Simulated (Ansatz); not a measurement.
We consider Sc2B2P (model structure, started from the Ti2InB2 type, P-6m2, No. 187, 5 atoms in the cell), described by PBEsol (PAW; Ansatz, a first-principles code).

Settings: plane-wave cutoff 520 eV, 24×24×8 k mesh (along the axes of the cell as run), Fermi–Dirac smearing 0.05 eV, scalar-relativistic PAW data made under PBE.

Cell (relaxed at this level):

```cif
data_B2PSc2
_chemical_formula_sum 'Sc2 P1 B2'
_space_group_name_H-M_alt 'P 1'
_space_group_IT_number 1
_cell_length_a 3.19132
_cell_length_b 3.19132
_cell_length_c 7.20728
_cell_angle_alpha 90.000
_cell_angle_beta 90.000
_cell_angle_gamma 120.000
loop_
_space_group_symop_operation_xyz
  'x, y, z'
loop_
_atom_site_label
_atom_site_type_symbol
_atom_site_fract_x
_atom_site_fract_y
_atom_site_fract_z
_atom_site_occupancy
Sc1 Sc 0.33333 0.66667 0.73634 1
Sc2 Sc 0.33333 0.66667 0.26366 1
P1 P 0.00000 0.00000 0.00000 1
B1 B 0.00000 0.00000 0.50000 1
B2 B 0.66667 0.33333 0.50000 1
```

Problem. Give the computed bulk modulus.

Solution. 
- bulk modulus = 149 GPa

The run finds no gap.

Note: the bulk modulus is −V dP/dV from two relaxed cells at ±2 % in volume; the relaxation could raise the start's symmetry but not lower it, so the cell can be a saddle point.

A model structure was made by putting elements into a prototype or built by hand; it is no filed structure, need not be a known phase, and can be a saddle point held by its symmetry.
